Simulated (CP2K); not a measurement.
# Sensitivity of a calculation on ZnBi3 (Pm-3m, 4 atoms in the cell) to its settings

```xyz
4
Lattice="4.8732 0.0000 0.0000 0.0000 4.8732 0.0000 0.0000 0.0000 4.8732" Properties=species:S:1:pos:R:3 pbc="T T T"
Zn     0.0000     0.0000     0.0000
Bi     0.0000     2.4366     2.4366
Bi     2.4366     0.0000     2.4366
Bi     2.4366     2.4366     0.0000
```

Base run A: PBEsol, GPW, DZVP-MOLOPT-SR-GTH basis, GTH-PBE potentials (GTH_POTENTIALS) run with CP2K, self-consistent single point.

Its settings: CUTOFF = 600 Ry; REL_CUTOFF = 50 Ry; SMEAR/METHOD = FERMI_DIRAC; ELECTRONIC_TEMPERATURE = 580.23 K; KPOINTS/SCHEME = MONKHORST-PACK 7 7 7; XC_FUNCTIONAL = PBE:PBESOL; Zn/BASIS_SET = DZVP-MOLOPT-SR-GTH-q12; Zn/POTENTIAL = GTH-PBE-q12; Bi/BASIS_SET = DZVP-MOLOPT-SR-GTH-q5; Bi/POTENTIAL = GTH-PBE-q5; METHOD = GPW; EPS_DEFAULT = 1e-10; NGRIDS = 5; SCF_GUESS = ATOMIC; EPS_SCF = 1e-07; MAX_SCF = 100; ADDED_MOS = 6; MIXING/METHOD = BROYDEN_MIXING; MIXING/ALPHA = 0.2; MIXING/NBUFFER = 8.

The starting cell comes from a database of computed structures (which also holds hypothetical and non-ambient phases and stackings), without a prior relaxation at this level. Values carry the incompleteness of an atom-centred basis. The potentials were made for another functional than the one used.

ΔF is the free energy per atom less that of run A. A dash stands where there is no value to compare (another energy zero or no entropy term, no result, no spin, no clean gap, or a mesh too coarse for one). Total energies depend on the potentials, the functional and any Hubbard or dispersion term, so they are compared only between runs that share all of them.

Run A gave: pressure (GPa) -0.54; k-points 172.

Runs:
- B: ELECTRONIC_TEMPERATURE: 580.23 K → 348.14 K; KPOINTS/SCHEME: MONKHORST-PACK 7 7 7 → MONKHORST-PACK 5 5 5
- C: lattice scaled by 1.015; CUTOFF: 600 Ry → 360 Ry
- D: CUTOFF: 600 Ry → 780 Ry
- E: ADDED_MOS: 6 → 2
- F: PAIR_POTENTIAL/TYPE: default → DFTD3(BJ); REFERENCE_FUNCTIONAL: default → PBEsol; R_CUTOFF: default → 15 angstrom; CALCULATE_C9_TERM: default → T [PBEsol-D3(BJ)+ATM]
- G: KPOINTS/SCHEME: MONKHORST-PACK 7 7 7 → MACDONALD 5 5 5 0.1 0.1 0.1
- H: NGRIDS: 5 → 6
- I: EPS_SCF: 1e-07 → 1e-08
- J: MIXING/BETA: 1.5 1/bohr → 1 1/bohr
- K: USE_FINER_GRID: default → T

### Question
What does run G change against A?

### Answer
The free energy rises by 12.5 meV/atom and the pressure goes from -0.54 to -0.32 GPa.

### Question
What does run F change against A?

### Answer
The pressure goes from -0.54 to -2.94 GPa.

### Question
What does run C change against A?

### Answer
The free energy rises by 9.2 meV/atom and the pressure goes from -0.54 to -2.43 GPa.

```
run  ΔF (meV/atom)  pressure (GPa)  k-points
---  -------------  --------------  --------
A             0.00           -0.54       172
B             -7.4           -0.56        63
C              9.2           -2.43       172
D            -0.73           -0.54       172
E             0.00           -0.54       172
F                –           -2.94       172
G             12.5           -0.32        63
H             0.00           -0.54       172
I             0.00           -0.54       172
J             0.00           -0.54       172
K            -0.98           -0.53       172
```
